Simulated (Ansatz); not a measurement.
PBE against PBEsol: Ti, biaxial strain +4.06 %, plane normal [001], relaxed out of plane

Base system: Ti in the hcp (Mg type) structure (space group P6_3/mmc, No. 194; a = 2.940 Å, c = 4.654 Å; relaxed with 0.1 eV smearing). Axes: x lies along a and z along c of the hexagonal cell.

(Cell as relaxed with PBE.)

Levels (all Ansatz, a program for electronic structure, PAW): PBE (420 eV, no SOC); PBEsol (420 eV, without spin-orbit coupling).

Each level relaxes its own structure.

```json
[
 {"base": "volume per atom", "PBE": "17.42 Å³", "PBEsol": "16.74 Å³"},
 {"base": "lattice parameter a", "PBE": "2.940 Å", "PBEsol": "2.902 Å"},
 {"base": "band gap", "PBE": "zero", "PBEsol": "zero"}
]
```

One thing is altered: tensile biaxial strain of 4.06 % in the plane normal to [001], as in epitaxy on a mismatched substrate; the out-of-plane cell vector and the atoms relax.

```csv
quantity,PBE,PBEsol
shortest interatomic distance,2.862 Å,2.823 Å
"pressure (mean of the normal stresses, compression positive)",-4.5 GPa,-4.7 GPa
```

PBE's shortest interatomic distance lies 0.039 Å above PBEsol's (1.4 %); PBE's pressure lies 0.2 GPa above PBEsol's. Neither level is exact; PBEsol is the comparison here, not a measurement.

No phonon test of stability was made. The final runs are not spin-polarised.
